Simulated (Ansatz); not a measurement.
We consider Al3SiCN3 (model structure, P3m1, No. 156, 8 atoms in the cell), described by PBEsol (Ansatz, a first-principles code, plane waves, PAW).

Numerical settings: plane-wave cutoff 520 eV, 24×24×6 k mesh (along the axes of the cell as run), Fermi–Dirac smearing 0.05 eV, scalar-relativistic PAW data made under PBE.

Cell (relaxed at this level):

```cif
data_CAl3N3Si
_chemical_formula_sum 'Al3 N3 Si1 C1'
_space_group_name_H-M_alt 'P3m1'
_space_group_IT_number 156
_space_group_name_Hall 'P 3 -2"'
_cell_length_a 3.12647
_cell_length_b 3.12647
_cell_length_c 9.98756
_cell_angle_alpha 90.000
_cell_angle_beta 90.000
_cell_angle_gamma 120.000
loop_
_atom_site_label
_atom_site_type_symbol
_atom_site_symmetry_multiplicity
_atom_site_Wyckoff_symbol
_atom_site_fract_x
_atom_site_fract_y
_atom_site_fract_z
_atom_site_occupancy
Al1 Al 1 c 0.66667 0.33333 0.99941 1
N1 N 1 c 0.66667 0.33333 0.19504 1
Al2 Al 1 a 0.00000 0.00000 0.24534 1
N2 N 1 a 0.00000 0.00000 0.44049 1
Al3 Al 1 c 0.66667 0.33333 0.49046 1
N3 N 1 c 0.66667 0.33333 0.68753 1
Si1 Si 1 a 0.00000 0.00000 0.76159 1
C1 C 1 a 0.00000 0.00000 0.93464 1
```

Problem. Estimate the band gap that the calculation returns.

Solution. 
- band gap: 0.38 eV (direct)

Note: the relaxation could raise the start's symmetry but not lower it, so the cell can be a saddle point.

Computed values are for the static lattice.

Cost on a shared machine: roughly 100 core-seconds.

A model structure was made by putting elements into a prototype or built by hand; it is no filed structure, need not be a known phase, and can be a saddle point held by its symmetry.
